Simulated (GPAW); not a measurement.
**Cost against accuracy: kpts for AlN (F-43m, 2 atoms in the cell)**

```yaml
crystal:
  lattice:
    - [0.00000, 2.15953, 2.15953]
    - [2.15953, 0.00000, 2.15953]
    - [2.15953, 2.15953, 0.00000]
  atoms:
    - { symbol: Al, position: [0.00000, 0.00000, 0.00000] }
    - { symbol: N, position: [0.75000, 0.75000, 0.75000] }
```

Method: LDA (Perdew-Wang 92), GPAW PAW datasets LDA (gpaw-data 1.0.1) (plane waves; GPAW).

Base settings: mode = pw; ecut = 900 eV; xc = LDA; kpts = 9 9 9; mesh shift (steps) = 0 0 0; occupations.name = fixed-uniform; nbands = -6; convergence.forces = 0.001 eV/Å; convergence.bands = -4; symmetry.symmorphic = false.

Misses are taken against the tightest run, 26 26 26, which need not be fully converged itself. The energy is the free energy per atom.

The count of work is k-points × plane waves × bands × iterations; it is no time, and leaves out set-up, grids and terms that scale otherwise. Core times come from one kind of shared machine and are given to one figure; runs under 30 s give none.

The starting cell comes from a database of computed structures (which also holds hypothetical and non-ambient phases and stackings), without a prior relaxation at this level. Its lattice was rescaled by a random factor within 2.5 % of one.

```csv
kpts,energy less reference (meV/atom),count of work / reference,core time / reference (rough)
1 1 1,5996.07,0.00097,–
2 2 2,746.75,0.0062,–
3 3 3,103.09,0.0079,–
4 4 4,19.12,0.016,–
5 5 5,4.01,0.021,–
6 6 6,0.95,0.031,–
7 7 7,0.23,0.039,–
9 9 9,0.02,0.069,–
11 11 11,0.00,0.11,0.1
12 12 12,0.00,0.14,0.2
14 14 14,0.00,0.20,0.2
17 17 17,0.00,0.32,0.3
21 21 21,0.00,0.56,0.5
26 26 26,0.00,1.0,1
```

Coarsest setting among those run that, with all tighter ones, holds the energy within 10 meV/atom of the reference: 5 5 5, off by 4.0 meV/atom; it needs 0.021 of the reference's count of work.

Coarsest setting among those run that, with all tighter ones, holds the energy within 0.5 meV/atom of the reference: 7 7 7, off by 0.23 meV/atom; it needs 0.039 of the reference's count of work.

The step from 5 5 5 to 9 9 9: it takes the miss in the energy from 4.0 to 0.02 meV/atom, for 3.3 times the count of work.
